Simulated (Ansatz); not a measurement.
Base system: MgS in the rock salt structure (space group Fm-3m, No. 225; a = 5.230 Å).

(Cell as relaxed with PBE.)

Levels (all Ansatz, a quantum-chemistry and plane-wave program, PAW): PBE (420 eV, without spin-orbit coupling); PBEsol (420 eV, no spin-orbit coupling).

Each level relaxes its own structure.

```json
[
 {"base": "volume per atom", "PBE": "17.88 Å³", "PBEsol": "17.40 Å³"},
 {"base": "lattice parameter a", "PBE": "5.230 Å", "PBEsol": "5.182 Å"},
 {"base": "band gap", "PBE": "2.76 eV", "PBEsol": "2.73 eV"}
]
```

The change: a negative pressure, −1 GPa.

| quantity | PBE | PBEsol |
|---|---|---|
| hole mass (degenerate bands, along [100]) | 0.25, 0.98, 0.98 mₑ (at Γ) | 0.24, 0.93, 0.93 mₑ (at Γ) |
| electron mass | 0.52 mₑ along k, 0.29 mₑ across (at X) | 0.53 mₑ along k, 0.29 mₑ across (at X) |
| shift of the gap caused by the change | -0.03 eV | -0.03 eV |
| band gap | 2.73 eV | 2.70 eV |

PBE's band gap lies 0.03 eV above PBEsol's; the two agree on the shift of the gap caused by the change. Neither level is exact; PBEsol is the comparison here, not a measurement.

Load acts through the strain it causes; cell and atoms are relaxed under it. Effective masses come from finite differences of ±0.01 Å⁻¹. Along k means along the line from Γ to the band edge. Stability against distortions was not tested. The base started in P3_121 and relaxed to Fm-3m at this level.
